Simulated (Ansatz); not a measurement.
System: cubic perovskite CsPbF3. Method: LDA (Ansatz, an electronic-structure program, plane waves, PAW).

Run with plane-wave cutoff 520 eV, 8×8×8 k mesh, Fermi–Dirac smearing 0.01 eV, scalar-relativistic PAW data made under PBE.

Equation-of-state points:

| V (Å³/atom) | E − E_lowest (meV/atom) | P (GPa) |
|---|---|---|
| 19.877 | 14.24 | 3.82 |
| 20.300 | 6.08 | 2.39 |
| 20.723 | 1.46 | 1.13 |
| 21.146 | 0.00 | 0.00 |
| 21.569 | 1.34 | -1.00 |
| 21.992 | 5.18 | -1.89 |
| 22.415 | 11.23 | -2.68 |

Problem. Estimate the bulk modulus from the pressures at 20.723 and 21.569 Å³/atom, and compare it with a fit to all energies.

Solution. B = −V dP/dV. Between V = 20.723 and 21.569 Å³/atom, dP/dV = (-1.00 − (1.13))/(21.569 − 20.723) = -2.52 GPa per Å³/atom; at the midpoint 21.146 Å³/atom this gives B ≈ 53.2 GPa. The third-order Birch–Murnaghan fit gives V0 = 21.147 Å³/atom, B0 = 53.1 GPa, B′ = 4.9, which lies within 1 % of that estimate.

Spin–orbit coupling is not included; it can shift volumes and moduli of such heavy elements.

Computed values are for the static lattice.

It cost around 100 core-seconds (rough) of CPU time.
